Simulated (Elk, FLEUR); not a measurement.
An Elk input for a self-consistent single point of CdO (Fm-3m, 2 atoms in the cell) (DFT, PBE, all-electron FP-LAPW, Elk's shipped species files, LAPW+lo basis):

```
tasks
  0

xctype
  20

rgkmax
  7.5

gmaxvr
  14.0

nxoapwlo
  1

swidth
  0.000734986

maxscl
  100

avec
    0.0000000000    4.4408563929    4.4408563929
    4.4408563929    0.0000000000    4.4408563929
    4.4408563929    4.4408563929    0.0000000000

sppath
  'species/'

atoms
  2
  'Cd.in'
  1
  0.0000000000  0.0000000000  0.0000000000    0.0 0.0 0.0
  'O.in'
  1
  0.5000000000  0.5000000000  0.5000000000    0.0 0.0 0.0

ngridk
  8 8 8
```

Write the same calculation as an input for FLEUR.

One input that does it (others would too):

Input of the input generator:

```
scf CdO
&input film=f /
-0.0000000000 0.7071067812 0.7071067812
0.7071067812 -0.0000000000 0.7071067812
0.7071067812 0.7071067812 -0.0000000000
6.2803193393
1.0 1.0 1.0

2
48 0.0000000000 0.0000000000 0.0000000000
8 0.5000000000 0.5000000000 0.5000000000

&comp jspins=1 /
&kpt div1=8 div2=8 div3=8 gamma=t /
&end /
```

```xml
<?xml version="1.0" encoding="UTF-8" standalone="no"?>
<fleurInput fleurInputVersion="0.39">
   <comment>
      scf CdO                                                                                             
   </comment>
   <calculationSetup>
      <cutoffs Kmax="4.0" Gmax="16.0" GmaxXC="16.0" numbands="0"/>
      <scfLoop itmax="100" minDistance="0.00001" maxIterBroyd="99" imix="Anderson" alpha="0.05" precondParam="0.0" spinf="2.0"/>
      <coreElectrons ctail="T" frcor="F" kcrel="0" coretail_lmax="0"/>
      <xcFunctional name="pbe" relativisticCorrections="F"/>
      <magnetism jspins="1"/>
      <soc l_soc="F" theta="0.0" phi="0.0" spav="F"/>
      <expertModes spex="0" secvar="F"/>
      <geometryOptimization l_f="T" forcealpha="1.0" forcemix="BFGS" epsdisp="0.00001" epsforce="0.00001"/>
      <ldaU l_linMix="F" mixParam="0.05" spinf="1.0"/>
   </calculationSetup>
   <cell>
      <bzIntegration valenceElectrons="24.0" mode="hist" fermiSmearingEnergy="0.00073499">
         <kPointListSelection listName="default-1"/>
         <!-- k-points included here -->
         <xi:include xmlns:xi="http://www.w3.org/2001/XInclude" href="kpts.xml"> </xi:include>
      </bzIntegration>
      <!-- symmetry operations included here -->
      <xi:include xmlns:xi="http://www.w3.org/2001/XInclude" href="sym.xml"> </xi:include>
      <bulkLattice scale="1.0">
         <bravaisMatrix>
            <row-1>    0.0000000000000000     4.4408563929205336     4.4408563929205336</row-1>
            <row-2>    4.4408563929205336     0.0000000000000000     4.4408563929205336</row-2>
            <row-3>    4.4408563929205336     4.4408563929205336     0.0000000000000000</row-3>
         </bravaisMatrix>
      </bulkLattice>
   </cell>
   <atomSpecies>
      <species name="Cadmium (Cd)" element="Cd" atomicNumber="48">
         <mtSphere radius="2.60" gridPoints="915" logIncrement="0.014"/>
         <atomicCutoffs lmax="10" lnonsphr="8"/>
         <electronConfig flipSpins="F">
            <coreConfig>(1s1/2) (2s1/2) (2p1/2) (2p3/2) (3s1/2) (3p1/2) (3p3/2) (4s1/2) (3d3/2) (3d5/2)</coreConfig>
            <valenceConfig>(4p1/2) (4p3/2) (5s1/2) (4d3/2) (4d5/2)</valenceConfig>
         </electronConfig>
         <energyParameters s="5" p="5" d="4" f="4"/>
         <lo type="SCLO" l="1" n="4" eDeriv="0"/>
         <lo type="HELO" l="2" n="5" eDeriv="0"/>
      </species>
      <species name="Oxygen (O)" element="O" atomicNumber="8">
         <mtSphere radius="1.46" gridPoints="517" logIncrement="0.021"/>
         <atomicCutoffs lmax="6" lnonsphr="4"/>
         <electronConfig flipSpins="F">
            <coreConfig>(1s1/2)</coreConfig>
            <valenceConfig>(2s1/2) (2p1/2) (2p3/2)</valenceConfig>
            <stateOccupation state="(2p1/2)" spinUp="0.6666666666667" spinDown="0.6666666666667"/>
            <stateOccupation state="(2p3/2)" spinUp="1.3333333333333" spinDown="1.3333333333333"/>
         </electronConfig>
         <energyParameters s="2" p="2" d="3" f="4"/>
      </species>
   </atomSpecies>
   <atomGroups>
      <atomGroup species="Cadmium (Cd)">
         <relPos label="                   1">.0000000000 .0000000000 .0000000000</relPos>
         <force calculate="T" relaxXYZ="TTT"/>
      </atomGroup>
      <atomGroup species="Oxygen (O)">
         <relPos label="                   2">1.000/2.000 1.000/2.000 1.000/2.000</relPos>
         <force calculate="T" relaxXYZ="TTT"/>
      </atomGroup>
   </atomGroups>
   <output dos="F" band="F" slice="F">
      <checks vchk="F" cdinf="F"/>
      <bandDOS minEnergy="-.5*Htr" maxEnergy="0.5*Htr" sigma="0.015" storeEVData="T"/>
      <vacuumDOS vacdos="F" integ="F" star="F" nstars="0" locx1="0.0" locy1="0.0" locx2="0.0" locy2="0.0" nstm="0" tworkf="0.0"/>
      <unfoldingBand unfoldBand="F" supercellX="1" supercellY="1" supercellZ="1"/>
      <plotting iplot="0" polar="F">
         <plot TwoD="T" vec1="  1.0  0.0  0.0" vec2="  0.0  1.0  0.0" vec3="  0.0  0.0  1.0" zero="  0.0  0.0  0.0" file="plot"/>
      </plotting>
      <chargeDensitySlicing numkpt="0" minEigenval="0.0" maxEigenval="0.0" nnne="0" pallst="F"/>
      <specialOutput eonly="F"/>
      <magneticCircularDichroism mcd="F" energyLo="-10.0" energyUp="0.0"/>
   </output>
  <!-- We include the file relax.xml here to enable relaxations (see documentation) -->
  <xi:include xmlns:xi="http://www.w3.org/2001/XInclude" href="relax.xml"> <xi:fallback/> </xi:include>
</fleurInput>
```

Basis, cutoffs, solver keys and any potentials are the target program's own. This input uses DFT, PBE, all-electron FLAPW (FLEUR), scalar-relativistic valence.

The starting cell has typed, rounded lattice constants, without a prior relaxation at this level.
